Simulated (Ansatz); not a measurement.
Data:

```xyz
2
Lattice="0.0000 2.3164 2.3164 2.3164 0.0000 2.3164 2.3164 2.3164 0.0000" Properties=species:S:1:pos:R:3 pbc="T T T"
Ga     0.0000     0.0000     0.0000
N      1.1582     1.1582     1.1582
```

No spin polarisation.

Method: r2SCAN/PAW in Ansatz (a program for electronic structure), no spin-orbit coupling. Γ-centred 13×13×13 mesh, Fermi–Dirac width 0.05 eV.

Task: Predict the pressure and electron mass.

Result: 
- Pressure = -14.37 GPa
- Electron mass = 0.13 mₑ (at Γ)

The levels and masses belong to the bands next to the band gap. The cells carry an imposed strain or load. Masses are band curvatures over ±0.01 Å⁻¹ around the edge. Whether these cells are dynamically stable was not tested. The cell was made from GaN in the zinc blende structure (space group F-43m, No. 216) by this change: isotropic strain +3.00 %. This is not the structure that GaN has at room temperature and ambient pressure.
